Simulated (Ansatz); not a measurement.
Consider the following.

```
HfS2
1.0
    6.02386     0.00000     0.00000
    0.00000     6.02386     0.00000
    0.00000     0.00000     3.65207
Hf S
2 4
Direct
  0.00000   0.00000   0.00000
  0.50000   0.50000   0.50000
  0.29955   0.29955   0.00000
  0.79955   0.20045   0.50000
  0.20045   0.79955   0.50000
  0.70045   0.70045   0.00000
```

No spin polarisation.

Electron doping at 5.0×10^21 cm⁻³ (0.663 per cell), with a uniform compensating background at fixed cell and a 300 K Fermi–Dirac width.

Computed with plane-wave PAW DFT at the PBEsol level (Ansatz, a quantum-chemistry and plane-wave program, 420 eV), spin-orbit coupling left out, earlier PAW set. k-mesh 8×8×13 (Γ-centred); smearing 0.0259 eV (Fermi–Dirac).

Task: Predict the gap character.

Result: Indirect, M–Γ (89 % along) → Γ.

Task: What Fermi level relative to the doped band's edge (positive inside the band; to 0.05 eV) does the calculation give?

Result: +0.85 eV.

Task: Estimate the gap between the host's bands.

Result: 0.35 eV.

Carriers are added with a uniform compensating background; total energy and stress of such cells depend on the potential's zero and are not compared; many-body gap narrowing is missing at this level. Spin-orbit coupling, missing from the scalar runs, can matter with Hf. Whether these cells are dynamically stable was not tested. The cell was made from HfS2 in the rutile structure (space group P4_2/mnm, No. 136; a hypothetical phase, not in the database extracts checked) by this change: electrons 5.0×10^21 cm⁻³.
